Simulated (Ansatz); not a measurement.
The parent structure is NbAs in the CsCl type structure (space group Pm-3m, No. 221; a = 3.218 Å; a hypothetical phase, not in the database extracts checked; relaxed with 0.1 eV smearing). Axes: x, y, z lie along the cube axes.

(Cell as relaxed with PBE.)

Levels (all Ansatz, a quantum-chemistry and plane-wave program, PAW): PBE (420 eV, no spin-orbit coupling); PBEsol (420 eV, no spin-orbit coupling).

Each level relaxes its own structure.

| base | PBE | PBEsol |
|---|---|---|
| volume per atom | 16.66 Å³ | 16.09 Å³ |
| lattice parameter a | 3.218 Å | 3.181 Å |
| band gap | zero | zero |

It is then changed as follows: biaxial strain +0.96 %, plane normal [001], relaxed out of plane (Cartesian); in-plane vectors clamped, the third vector and the atoms free.

| quantity | PBE | PBEsol |
|---|---|---|
| mean in-plane stress (compression positive) | -3.3 GPa | -3.6 GPa |
| energy relative to the base (free energy F) | +3.3 meV/atom | +3.5 meV/atom |
| ratio −ε⊥/ε∥ | 0.55 | 0.58 |

PBE's in-plane stress lies 0.3 GPa above PBEsol's. Neither level is exact; PBEsol is the comparison here, not a measurement.

Whether these cells are dynamically stable was not tested. The final runs are not spin-polarised.
